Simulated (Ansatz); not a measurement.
K₂SO₄ (Pnma, No. 62), treated with r²SCAN (Ansatz, a program for electronic structure, plane waves, PAW).

Settings: plane-wave cutoff 560 eV, 6×6×4 k mesh (along the axes of the cell as run), Fermi–Dirac smearing 0.01 eV, scalar-relativistic PAW data made under PBE.

On both sides of the equilibrium volume: at 15.042 Å³/atom the pressure is 0.73 GPa and the direct gap at Γ 6.409 eV; at 15.656 Å³/atom they are -0.64 GPa and 6.169 eV. The fitted bulk modulus is 34.3 GPa.

Problem. Work out the volume deformation potential of this gap and its pressure coefficient, in two ways.

Solution. a_V = dE_g/d ln V = (6.169 − 6.409)/ln(15.656/15.042) = -6.00 eV. Since dP = −B d ln V, dE_g/dP = −a_V/B = 175 meV/GPa. Straight from the pressures: (6.409 − 6.169)/(0.73 − (-0.64)) = 175 meV/GPa. At this level and over this range the gap at Γ widens under pressure.

Note: the relaxation could not lower the start's symmetry, so the cell can be a saddle point above a distorted one.
